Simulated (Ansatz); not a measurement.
System: Be3N2 (Ia-3, No. 206). Method: BLYP (plane waves, PAW; Ansatz, a program for electronic structure).

Settings: plane-wave cutoff 520 eV, 6×6×6 k mesh, Fermi–Dirac smearing 0.01 eV, scalar-relativistic PAW data made under PBE.

The direct gap at Γ against volume; x = 100 ln(V/6.869 Å³). One gap is withheld.

| V (Å³/atom) | x | gap (eV) |
|---|---|---|
| 6.594 | -4.09 | ? |
| 6.732 | -2.01 | 3.734 |
| 6.869 | 0.00 | 3.710 |
| 7.007 | 1.99 | 3.687 |
| 7.144 | 3.93 | 3.665 |

Question: Fit a straight line to the rows shown, give the volume deformation potential and predict the withheld gap.

Answer: Means of the 4 rows: x̄ = 0.978, ȳ = 3.6990 eV. Σ(x − x̄)(y − ȳ) = -0.2278 and Σ(x − x̄)² = 19.623, so the slope is -0.0116 eV per unit of x, and dE_g/d ln V = -1.2 eV. At x = -4.09: 3.6990 + (-0.0116) × (-4.09 − (0.978)) = 3.758 eV. The run gives 3.757 eV, 0.001 eV below the line.
